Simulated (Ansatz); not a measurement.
Fermi-surface data of Zr under load (space group P6_3/mmc)

Given:

```
Zr
1.0
    3.22750     0.00000     0.00000
   -1.61375     2.79510     0.00000
    0.00000     0.00000     5.05837
Zr
2
Cartesian
  0.00000   1.86340   1.26459
  1.61375   0.93170   3.79377
```

All values below come from PBEsol, rigid bands (plane waves, PAW, scalar-relativistic; Ansatz, an electronic-structure program). Condition of this run: biaxial stress xx = yy = -2 GPa (compression positive) (the target of the relaxation). Cell: cell and atoms relaxed with PBEsol, then loaded as said.

```yaml
density of states at the Fermi level: 1.88 states/(eV·cell), both spins
bare Sommerfeld coefficient: 2.2 mJ/(mol of atoms·K²)
drude_plasma_energy: 4.0 (x), 4.0 (y), 4.3 (z) eV
root-mean-square Fermi velocity: 4.0e5 m/s
resistivity times τ: 30 (x), 30 (y), 26 (z) ×10⁻²² Ω·m·s
```

A metal at this level (no band gap); rigid bands, thermally averaged at 300 K, both spins. Spin-orbit coupling is left out. τ is one relaxation time for all states.
